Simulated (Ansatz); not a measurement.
Base system: P in the black-P type structure (space group Cmce, No. 64; layered, stacked along the Cartesian y axis).

Levels (all Ansatz, a program for electronic structure, PAW, earlier PAW set): PBE-D3(BJ) (420 eV, no spin-orbit coupling); r2SCAN+rVV10 (500 eV, no spin-orbit coupling); HSE06 (420 eV, no spin-orbit coupling).

Levels that relaxed their own cell: PBE-D3(BJ) and r2SCAN+rVV10.

Measured: band gap 0.35 eV (temperature not stated; as listed in Das, Protik, Mohammadi, Mohammad, Bazhirov, Timur, arXiv (2018)).

Task: What do the calculations give for these quantities, and how do they miss?

Result: 
| level | band gap |
|---|---|
| PBE-D3(BJ) | zero |
| r2SCAN+rVV10 | zero |
| HSE06 | 0.41 eV |

Computed minus measured — band gap: PBE-D3(BJ) -0.35 eV, r2SCAN+rVV10 -0.35 eV, HSE06 +0.06 eV (closest: HSE06). Measured values not marked as corrected hold thermal and zero-point effects that the static-lattice runs lack. A measured gap can be an optical one, lowered by exciton binding.

Single points use the geometry relaxed with r2SCAN+rVV10. HSE06 gaps are upper bounds (no full band path). Stability against distortions was not tested. Gaps under 0.05 eV, about the width of the smearing, are given as zero. A zero or small gap of P can be the functional's error rather than a property of the material.
